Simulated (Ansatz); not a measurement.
Subject: the formation energy of the neutral Cu_Ge in Ge (diamond, Fd-3m). Reaction: 63 Ge (diamond) + Cu (fcc) → cell A.

Cell A: a supercell of 64 sites of Ge (diamond, Fd-3m) with Cu on a Ge site (4 Ge at 2.37 Å); an odd number of electrons; spin state with PBE: no moments, k-point mesh 2×2×2.
```yaml
crystal:
  lattice:
    - [11.52260, 0.00000, 0.00000]
    - [0.00000, 11.52260, 0.00000]
    - [0.00000, 0.00000, 11.52260]
  atoms:
    - { symbol: Ge, position: [0.00000, 0.00000, 0.00000] }
    - { symbol: Ge, position: [0.87488, 0.12512, 0.87488] }
    - { symbol: Ge, position: [0.99990, 0.25035, 0.74965] }
    - { symbol: Ge, position: [0.87484, 0.37481, 0.12516] }
    - { symbol: Ge, position: [0.74965, 0.00010, 0.74965] }
    - { symbol: Ge, position: [0.12512, 0.12512, 0.12512] }
    - { symbol: Ge, position: [0.74965, 0.25035, 0.99990] }
    - { symbol: Ge, position: [0.12516, 0.37481, 0.87484] }
    - { symbol: Ge, position: [0.00000, 0.00000, 0.50000] }
    - { symbol: Ge, position: [0.87484, 0.12516, 0.37481] }
    - { symbol: Ge, position: [0.00010, 0.25035, 0.25035] }
    - { symbol: Ge, position: [0.87384, 0.37535, 0.62465] }
    - { symbol: Ge, position: [0.74965, 0.99990, 0.25035] }
    - { symbol: Ge, position: [0.12516, 0.12516, 0.62519] }
    - { symbol: Ge, position: [0.74819, 0.25181, 0.49842] }
    - { symbol: Ge, position: [0.12616, 0.37535, 0.37535] }
    - { symbol: Ge, position: [0.00000, 0.50000, 0.00000] }
    - { symbol: Ge, position: [0.87484, 0.62519, 0.87484] }
    - { symbol: Ge, position: [0.00010, 0.74965, 0.74965] }
    - { symbol: Ge, position: [0.87488, 0.87488, 0.12512] }
    - { symbol: Ge, position: [0.74819, 0.50158, 0.74819] }
    - { symbol: Ge, position: [0.12516, 0.62519, 0.12516] }
    - { symbol: Ge, position: [0.74965, 0.74965, 0.00010] }
    - { symbol: Ge, position: [0.12512, 0.87488, 0.87488] }
    - { symbol: Ge, position: [0.00000, 0.50000, 0.50000] }
    - { symbol: Ge, position: [0.87384, 0.62465, 0.37535] }
    - { symbol: Ge, position: [0.99990, 0.74965, 0.25035] }
    - { symbol: Ge, position: [0.87484, 0.87484, 0.62519] }
    - { symbol: Ge, position: [0.74819, 0.49842, 0.25181] }
    - { symbol: Ge, position: [0.12616, 0.62465, 0.62465] }
    - { symbol: Ge, position: [0.74819, 0.74819, 0.50158] }
    - { symbol: Ge, position: [0.12516, 0.87484, 0.37481] }
    - { symbol: Ge, position: [0.50000, 0.00000, 0.00000] }
    - { symbol: Ge, position: [0.37481, 0.12516, 0.87484] }
    - { symbol: Ge, position: [0.49842, 0.25181, 0.74819] }
    - { symbol: Ge, position: [0.37535, 0.37535, 0.12616] }
    - { symbol: Ge, position: [0.25035, 0.99990, 0.74965] }
    - { symbol: Ge, position: [0.62519, 0.12516, 0.12516] }
    - { symbol: Ge, position: [0.25035, 0.25035, 0.00010] }
    - { symbol: Ge, position: [0.62465, 0.37535, 0.87384] }
    - { symbol: Ge, position: [0.50000, 0.00000, 0.50000] }
    - { symbol: Ge, position: [0.37535, 0.12616, 0.37535] }
    - { symbol: Ge, position: [0.50158, 0.25181, 0.25181] }
    - { symbol: Ge, position: [0.38129, 0.38129, 0.61871] }
    - { symbol: Ge, position: [0.25035, 0.00010, 0.25035] }
    - { symbol: Ge, position: [0.62465, 0.12616, 0.62465] }
    - { symbol: Ge, position: [0.25181, 0.25181, 0.50158] }
    - { symbol: Ge, position: [0.61871, 0.38129, 0.38129] }
    - { symbol: Ge, position: [0.50000, 0.50000, 0.00000] }
    - { symbol: Ge, position: [0.37535, 0.62465, 0.87384] }
    - { symbol: Ge, position: [0.50158, 0.74819, 0.74819] }
    - { symbol: Ge, position: [0.37481, 0.87484, 0.12516] }
    - { symbol: Ge, position: [0.25181, 0.49842, 0.74819] }
    - { symbol: Ge, position: [0.62465, 0.62465, 0.12616] }
    - { symbol: Ge, position: [0.25035, 0.74965, 0.99990] }
    - { symbol: Ge, position: [0.62519, 0.87484, 0.87484] }
    - { symbol: Cu, position: [0.50000, 0.50000, 0.50000] }
    - { symbol: Ge, position: [0.38129, 0.61871, 0.38129] }
    - { symbol: Ge, position: [0.49842, 0.74819, 0.25181] }
    - { symbol: Ge, position: [0.37535, 0.87384, 0.62465] }
    - { symbol: Ge, position: [0.25181, 0.50158, 0.25181] }
    - { symbol: Ge, position: [0.61871, 0.61871, 0.61871] }
    - { symbol: Ge, position: [0.25181, 0.74819, 0.49842] }
    - { symbol: Ge, position: [0.62465, 0.87384, 0.37535] }
```

Reference: Ge (diamond, Fd-3m), 64 atoms in the cell, the relaxed perfect crystal repeated, atoms not moved again, k-point mesh 2×2×2 on the run's own vectors.

Reference: Cu (fcc, Fm-3m), 1 atom in the cell; spin state with PBE: run without spin, k-point mesh 28×28×28 on the run's own vectors. Conventional cell: a = b = c = 3.630 Å, α = β = γ = 90.00°.

All numbers come from Ansatz (a program for electronic structure), plane waves with PAW, its default PAW set, cutoff 420 eV, 500 eV for r2SCAN. The structures are at rest with PBE, within the held lattices; other levels are single points on them. Neutral cells; Fermi-Dirac smearing of at most 0.10 eV in the solids, energies taken to zero width. The lattices are those relaxed with PBE, so at other levels the solids can be strained, which adds to the spread. Larger cells are relaxed from a start prepared with the learned potential CHGNet till forces fall under 0.03 eV/Å, which some starts already meet. A dispersion term (D3(BJ), or D4 for r2SCAN) was computed beside these levels and is taken off wherever the name lacks it. Static lattices, no vibrational contributions. The structures are the rest points that the relaxations reached, not proven lowest. No correction for cell size. Mesh and cell size may move defect energies by 0.1 eV or more. Cell A has symmetry P-43m within 0.02 Å and got no random move, so less symmetric positions, which may lie lower, weren't tried.

**Question.** What is the computed value (PBE)?

**Answer.** 1.13 eV, for 63 Ge (diamond) + Cu (fcc) → cell A.

**Question.** What do the other levels give, and how wide is the spread?

**Answer.** 
| Method | value (eV) | less PBE |
|---|---|---|
| r2SCAN | 1.49 | 0.36 |

The levels shown span 0.36 eV, from PBE (1.13) to r2SCAN (1.49).
